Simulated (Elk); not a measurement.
A self-consistent single point of LiBr (Fm-3m, 2 atoms in the cell) with Elk.

Method: PBE, all-electron FP-LAPW, Elk's shipped species files, default APW+lo basis run with Elk 10.2.4.

The change in words: lattice scaled by 0.98. Reference geometry:
```yaml
crystal:
  lattice:
    - [0.00000, 2.75000, 2.75000]
    - [2.75000, 0.00000, 2.75000]
    - [2.75000, 2.75000, 0.00000]
  atoms:
    - { symbol: Li, position: [0.00000, 0.00000, 0.00000] }
    - { symbol: Br, position: [0.50000, 0.50000, 0.50000] }
```

Reference input (self-consistent single point, DFT, PBE, all-electron FP-LAPW, Elk's shipped species files, default APW+lo basis): xctype = 20; swidth = 0.00183747 Ha; ngridk = 10 10 10; maxscl = 100. This run's input differs from it in these lines:

```diff
@@ -13,3 +13,3 @@
 scale
-  7.349309865
+  7.202323668
```

Output (repeated stretches shortened):

```
│ Self-consistent loop started │
│ Loop number : 1 │
 total energy                :     -2617.64528932
│ Loop number : 2 │
 total energy                :     -2617.62599809
RMS change in Kohn-Sham potential (target) :    19.45228633     (  0.1000000000E-05)
Absolute change in total energy (target)   :   0.1929122734E-01 (  0.1000000000E-03)
│ Loop number : 3 │
 total energy                :     -2616.12359910
RMS change in Kohn-Sham potential (target) :    9.924495930     (  0.1000000000E-05)
Absolute change in total energy (target)   :    1.507221796     (  0.1000000000E-03)
│ Loop number : 4 │
   [... lines left out ...]
Absolute change in total energy (target)   :   0.4090988687E-03 (  0.1000000000E-03)
│ Loop number : 13 │
 total energy                :     -2614.37266370
RMS change in Kohn-Sham potential (target) :   0.1309545356E-05 (  0.1000000000E-05)
Absolute change in total energy (target)   :   0.1164836008E-03 (  0.1000000000E-03)
│ Loop number : 14 │
 total energy                :     -2614.37266186
RMS change in Kohn-Sham potential (target) :   0.6418855879E-06 (  0.1000000000E-05)
Absolute change in total energy (target)   :   0.3095568991E-04 (  0.1000000000E-03)
Convergence targets achieved

│ Loop number : 15 │

Energies :
 Fermi                       :     0.846297972990E-01
 total energy                :     -2614.37266135

Density of states at Fermi energy :   0.5438296432E-07
 (states/Hartree/unit cell)

Estimated indirect band gap :   0.1888998217
 from k-point     15 to k-point      1
Estimated direct band gap   :   0.1892594493
 at k-point      1

Charges :
 core                        :    18.00000000
 valence                     :    20.00000000
 interstitial                :    2.340125899
 muffin-tins (core leakage)
  species :    1 (Li)
   atom    1                 :    2.108661632     (   0.000000000    )
  species :    2 (Br)
   atom    1                 :    33.55121247     (  0.2323729791E-04)
 total in muffin-tins        :    35.65987410
 total calculated charge     :    37.98945338
 total charge                :    38.00000000
 error                       :   0.1054661878E-01

│ Self-consistent loop stopped │
```

The run converged in 15 iterations. The count includes the last loop, which Elk runs after its targets are met. Against the reference run the free energy rises by 13.2 meV/atom and the gap on the mesh goes from 4.879 to 5.140 eV.

The starting cell has typed, rounded lattice constants, without a prior relaxation at this level. For this run, on top of that: lattice scaled by 0.98. Values depend on the basis (sphere radii, cutoffs, local orbitals), which need not be converged.
